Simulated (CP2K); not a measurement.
Band structure of LaAl5Ni2 (Immm, 8 atoms in the cell).

```
LaAl5Ni2
1.0
    6.29234     0.00000     0.00000
    1.10865     6.19391     0.00000
   -2.38292    -4.67130     3.47768
La Al Ni
1 5 2
Direct
  0.00000   0.00000   0.00000
  0.50000   0.00000   0.50000
  0.84934   0.66072   0.18862
  0.15066   0.33928   0.81138
  0.47210   0.66072   0.81138
  0.52790   0.33928   0.18862
  0.73572   0.23572   0.50000
  0.26428   0.76428   0.50000
```

Method of the run: PBEsol, GPW, DZVP-MOLOPT-SR-GTH basis, GTH-PBE potentials (GTH_POTENTIALS) (CP2K).

Settings: CUTOFF = 600 Ry; REL_CUTOFF = 40 Ry; SMEAR/METHOD = GAUSSIAN; SIGMA = 0.272 eV; KPOINTS/SCHEME = MONKHORST-PACK 5 5 5; XC_FUNCTIONAL = PBE:PBESOL; La/BASIS_SET = DZVP-MOLOPT-SR-GTH; La/POTENTIAL = GTH-PBE-q11; Al/BASIS_SET = DZVP-MOLOPT-SR-GTH; Al/POTENTIAL = GTH-PBE-q3; Ni/BASIS_SET = DZVP-MOLOPT-SR-GTH; Ni/POTENTIAL = GTH-PBE-q18; METHOD = GPW; EPS_DEFAULT = 1e-10.

The starting cell comes from a database of computed structures (which also holds hypothetical and non-ambient phases and stackings), without a prior relaxation at this level. Spin polarisation is off. Values carry the incompleteness of an atom-centred basis. The potentials were made for another functional than the one used.

Levels in eV from the Fermi level, bands 28 to 33:
| point | 28 | 29 | 30 | 31 | 32 | 33 |
|---|---|---|---|---|---|---|
| Γ | -1.35 | -1.21 | -0.93 | 0.52 | 0.80 | 1.28 |
| X | -1.56 | -1.16 | -1.04 | -1.02 | -0.65 | 1.08 |
| L | -1.76 | -1.36 | -1.32 | -0.59 | -0.29 | 0.70 |
| T | -1.92 | -1.65 | -1.52 | -0.60 | -0.02 | 0.02 |
| W | -1.90 | -1.63 | -1.54 | -1.17 | 0.93 | 1.00 |
| R | -1.73 | -1.60 | -1.37 | -1.07 | -0.02 | 0.97 |
| X1 | -1.56 | -1.16 | -1.04 | -1.02 | -0.65 | 1.08 |
| Z | -0.65 | 0.08 | 0.27 | 0.46 | 1.01 | 1.35 |
| Y | -0.76 | -0.55 | 0.38 | 0.56 | 1.13 | 1.50 |
| S | -1.14 | -0.66 | -0.39 | 0.48 | 0.70 | 1.47 |

Bands cross the Fermi level along this path, so the cell is metallic at this level.

Higher empty bands are left out: an atom-centred basis made for the valence describes them poorly.
